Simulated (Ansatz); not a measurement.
Carrier properties of MgS (Fm-3m)

Input:

```
MgS
1.0
    0.00000     2.60158     2.60158
    2.60158     0.00000     2.60158
    2.60158     2.60158     0.00000
Mg S
1 1
Direct
  0.00000   0.00000   0.00000
  0.50000   0.50000   0.50000
```

All values below come from r2SCAN with spin-orbit coupling, rigid bands (plane waves, PAW; Ansatz, a quantum-chemistry and plane-wave program). Geometry: cell and atoms relaxed with r2SCAN.

```
Quantity                                                                                                                                                       Value
---------------------------------------------------------------------------------------------------------------------------------------  ---------------------------
band gap                                                                                                                                                     3.43 eV
electron conductivity mass (300 K, dilute)                                                                                                                   0.37 mₑ
hole conductivity mass (300 K, dilute)                                                                                                                       1.22 mₑ
effective density of states N_c (300 K)                                                                                                                  1.7e19 cm⁻³
effective density of states N_v (300 K)                                                                                                                  8.7e19 cm⁻³
density-of-states mass, electrons                                                                                                                            0.77 mₑ
density-of-states mass, holes                                                                                                                                 2.3 mₑ
Seebeck coefficient, n-type 1e19 cm⁻³, 300 K                                                                                                               -265 μV/K
best n-type power factor at 300 K for τ = 10 fs (best axis; densities from 1e16 to 1e21 cm⁻³ tried, whether or not they can be reached)  7.4 μW/(cm·K²) at 1e20 cm⁻³
Seebeck coefficient, p-type 1e19 cm⁻³, 300 K                                                                                                                432 μV/K
```

Rigid bands; masses and Seebeck coefficients take one relaxation time τ for all states and one kind of carrier; polarons and phonon drag are left out.
